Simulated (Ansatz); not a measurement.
The starting structures come from a database of crystals and need not be the phases stable at ambient conditions.

 Where the default PAW files enter, the runs use the earlier of Ansatz's two default sets.

Given:

```yaml
crystal:
  lattice:
    - [2.84710, 0.00000, 0.00000]
    - [0.00000, 7.45245, 0.00000]
    - [0.00000, -3.72622, 6.58572]
  atoms:
    - { symbol: Si, position: [0.25000, 0.82495, 0.23108] }
    - { symbol: Si, position: [0.75000, 0.17505, 0.76892] }
    - { symbol: Si, position: [0.75000, 0.23108, 0.40613] }
    - { symbol: Si, position: [0.25000, 0.76892, 0.59387] }
    - { symbol: Si, position: [0.25000, 0.40613, 0.17505] }
    - { symbol: Si, position: [0.75000, 0.59387, 0.82495] }
    - { symbol: N, position: [0.25000, 0.66667, 0.33333] }
    - { symbol: N, position: [0.75000, 0.33333, 0.66667] }
    - { symbol: N, position: [0.25000, 0.66985, 0.96919] }
    - { symbol: N, position: [0.75000, 0.33015, 0.03081] }
    - { symbol: N, position: [0.75000, 0.96919, 0.29934] }
    - { symbol: N, position: [0.25000, 0.03081, 0.70066] }
    - { symbol: N, position: [0.25000, 0.29934, 0.33015] }
    - { symbol: N, position: [0.75000, 0.70066, 0.66985] }
```

Space group of this cell: P2_1/m. The cell is strained (lengths across the current scaled by 0.98, ions clamped); by r2SCAN its mean pressure is 11.8 GPa.

Transport runs along the normal of the first two printed cell vectors.

The gap is the functional's own. No spin-orbit coupling. Mid-gap values are interpolated on the energy grid.

Q: Estimate the band gap and the smallest decay constant κ at mid-gap that r2SCAN (Ansatz, a first-principles code) returns for this system.

A: Gap 5.34 eV on a 10×6×6 mesh; κ = 0.414 1/Å, at the zone centre.
